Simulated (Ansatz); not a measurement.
**Antifluorite K₂Se**

Calculation: HSE06 in Ansatz (PAW).

Run with plane-wave cutoff 460 eV, 6×6×6 k mesh, Fermi–Dirac smearing 0.01 eV, scalar-relativistic PAW data made under PBE.

Cell: relaxed with PBEsol: a = b = c = 7.6100 Å, α = β = γ = 90.00°.

```yaml
band_gap: 3.08 eV (on the SCF k mesh) (indirect)
smallest_direct_gap_on_the_k_points_sampled: 3.22 eV
```

Note: cell and atoms aren't relaxed at this level (pressure 0.7 GPa).

Spin–orbit coupling is not included.

Static lattice: no zero-point or thermal effects.

Ansatz is a quantum-chemistry and plane-wave program.
